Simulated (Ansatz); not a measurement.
NaAuO2 under a change: pressure −2 GPa

Take NaAuO2 (space group C2/m, No. 12; a = 6.631 Å, b = 3.014 Å, c = 6.144 Å, α = γ = 90.00°, β = 119.04°; a cell from a computed database, its experimental status unchecked) as the base.

Now apply this change: a negative pressure, −2 GPa.

The values are results of PBEsol/PAW in Ansatz (an electronic-structure program), no spin-orbit coupling, not measurements. k-mesh 12×12×6 (Γ-centred); smearing 0.05 eV (Fermi–Dirac).

```csv
quantity,base,changed,shift
volume per atom,13.42 Å³,14.00 Å³,+0.58 Å³
density,7.79 g/cm³,7.47 g/cm³,-0.32 g/cm³
shortest interatomic distance,2.009 Å,2.014 Å,+0.005 Å
enthalpy H = E + PV relative to the base's energy,–,-0.17 eV/atom,–
band gap,1.23 eV,1.24 eV,+0.01 eV
smallest direct gap,1.62 eV,1.59 eV,-0.03 eV
width of the top valence band,0.87 eV,0.91 eV,+0.04 eV
```

Final structure:

```
NaAuO2
1.0
    3.41422    -1.51347     0.00657
    3.41422     1.51347     0.00657
   -3.06076     0.00000     5.41161
Na Au O
1 1 2
Direct
  0.50000   0.50000   0.50000
  0.50000   0.50000   0.00000
  0.09165   0.09165   0.24420
  0.90835   0.90835   0.75580
```

With Au present, leaving out spin-orbit coupling can change the band edges. Load acts through the strain it causes; cell and atoms are relaxed under it. Whether these cells are dynamically stable was not tested.
